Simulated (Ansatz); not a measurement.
## Several settings converged on a (001) slab of Mg2Pd (cut from a parent of space group no. 139; 6 atoms in the cell)

```yaml
crystal:
  lattice:
    - [3.25625, 0.00000, 0.00000]
    - [0.00000, 3.25625, 0.00000]
    - [0.00000, 0.00000, 22.04808]
  atoms:
    - { symbol: Mg, position: [0.50000, 0.50000, 0.68251] }
    - { symbol: Mg, position: [0.00000, 0.00000, 0.31749] }
    - { symbol: Pd, position: [0.00000, 0.00000, 0.61487] }
    - { symbol: Mg, position: [0.00000, 0.00000, 0.45277] }
    - { symbol: Mg, position: [0.50000, 0.50000, 0.54723] }
    - { symbol: Pd, position: [0.50000, 0.50000, 0.38513] }
```

Base method: PBEsol, default PAW files made with PBE (plane waves; Ansatz, a program for electronic structure).

Base settings: basis.ecutwfc = 420 eV; kpoints.mp_grid.grid = 9 9 1; hamiltonian.xc = pbesol; hamiltonian.pseudopotentials = {kind: paw} (the program's default PAW files); scf.occupations.method = fermi_dirac; scf.occupations.width = 0.1 eV.

The count of work is k-points × plane waves × bands × iterations; it is no time. 

**The k-point mesh**

Only quantities that move along the ladder and can be compared are tabulated.

```tsv
kpoints.mp_grid.grid	free energy less the last step's (meV/atom)	largest difference of a force vector from the last step's (eV/Å)	count of work / last
2 2 1	300.87	0.297	0.029
3 3 1	-12.97	0.294	0.025
4 4 1	-3.07	0.234	0.057
5 5 1	10.08	0.160	0.057
6 6 1	-6.39	0.087	0.095
7 7 1	7.75	0.053	0.095
9 9 1	0.49	0.020	0.14
10 10 1	-0.21	0.028	0.20
12 12 1	0.16	0.009	0.27
14 14 1	0.43	0.003	0.34
16 16 1	0.18	0.005	0.43
19 19 1	0.15	0.002	0.52
22 22 1	-0.03	0.002	0.74
26 26 1	0.00	0.000	1.0
```

Coarsest kpoints.mp_grid.grid that holds the forces within 0.01 eV/Å of the last step, with all finer ones: 12 12 1, at 0.27 of the last step's count of work; the step before is off by 0.028 eV/Å.

Coarsest kpoints.mp_grid.grid that holds the free energy within 2 meV/atom of the last step, with all finer ones: 9 9 1, at 0.14 of the last step's count of work; the step before is off by 7.7 meV/atom.

**The depth of the slab**

Surface energy = (E_slab − N e_bulk)/2A, with e_bulk from the bulk crystal on its finest mesh (1639 k-points); errors per atom of slab and bulk, whose meshes differ, grow with N.

The mesh stays at the base's, so the ladder's end is converged at best in this setting alone.

Only quantities that move along the ladder and can be compared are tabulated.

```csv
atoms,unrelaxed surface energy (J/m²),count of work / last
6,0.704,0.17
12,0.695,0.45
18,0.688,1.0
```

Smallest size that holds the unrelaxed surface energy within 0.01 J/m²: not settled: the last two steps still differ by 0.008 J/m², over half the tolerance, so the ladder does not show it.

On the base run: the starting cell comes from a database of computed structures (which also holds hypothetical and non-ambient phases and stackings), without a prior relaxation at this level. The slab is cut from that crystal, and its faces are unrelaxed. Its lattice was rescaled by up to half a per cent. Spin polarisation is off.

Keys are those of Ansatz 0.2.
